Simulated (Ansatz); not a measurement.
Consider AlN in the zinc blende structure (space group F-43m, No. 216).

```yaml
crystal:
  lattice:
    - [0.00000, 2.18887, 2.18887]
    - [2.18887, 0.00000, 2.18887]
    - [2.18887, 2.18887, 0.00000]
  atoms:
    - { symbol: Al, position: [0.00000, 0.00000, 0.00000] }
    - { symbol: N, position: [0.25000, 0.25000, 0.25000] }
```

Cartesian axes are those of the cell as printed.

Calculations: PBEsol (Ansatz, a program for electronic structure), without spin-orbit coupling.

One thing is altered: tensor shear ε_xy = +1.14 % (engineering shear γ = 0.0228), atoms relaxed at fixed cell.

Predict the stress tensor and what it implies for the stiffness.

Stress of the strained cell less that of the base (GPa, compression positive):
```
   0.07   -4.08    0.00
  -4.08    0.07    0.00
   0.00    0.00   -0.04
```

Then −Δσ/γ with γ = 2ε = 0.0228 gives relaxed-ion elastic constants: C66 ≈ 179 GPa.

Whether these cells are dynamically stable was not tested. This is not the structure that AlN has at room temperature and ambient pressure.
